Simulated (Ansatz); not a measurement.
Input:

```
CdS
1.0
    4.12429     0.00000     0.00000
   -2.06214     3.57174     0.00000
    0.00000     0.00000     6.71031
Cd S
2 2
Cartesian
  2.06214   1.19058   0.00602
  0.00000   2.38116   3.36117
  2.06214   1.19058   4.18927
  0.00000   2.38116   0.83411
```

No spin polarisation.

Computed with PBEsol, PAW, 420 eV (Ansatz, a quantum-chemistry and plane-wave program; no spin-orbit coupling), earlier PAW set. Γ-centred 9×9×5 mesh, Fermi–Dirac width 0.05 eV.

**Question.** Predict the gap character and valence-band top at Γ.

**Answer.** Gap character: direct at Γ
Valence-band top at Γ (three highest levels, from the VBM): 0.00, 0.00, -0.05 eV

Stability against distortions was not tested. The cell was made from CdSe by this change: Se → S.
